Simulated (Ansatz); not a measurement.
The parent structure is MgSe in the rock salt structure (space group Fm-3m, No. 225; a = 5.508 Å).

Method: Kohn–Sham DFT with the PBE functional, run in Ansatz (a first-principles code) with PAW and 420 eV plane waves, without spin-orbit coupling.

For the base:

The gap character is indirect, Γ → X.

The change: every lattice vector is stretched by 3.00 %, atoms relaxed at fixed cell.

### Question
What happens to the gap character and mean gap deformation potential ΔEg/Δln V?

### Answer
The gap character stays indirect, Γ → X; the mean gap deformation potential ΔEg/Δln V amounts to -1.7 eV.

The cells carry an imposed strain or load. Stability against distortions was not tested.
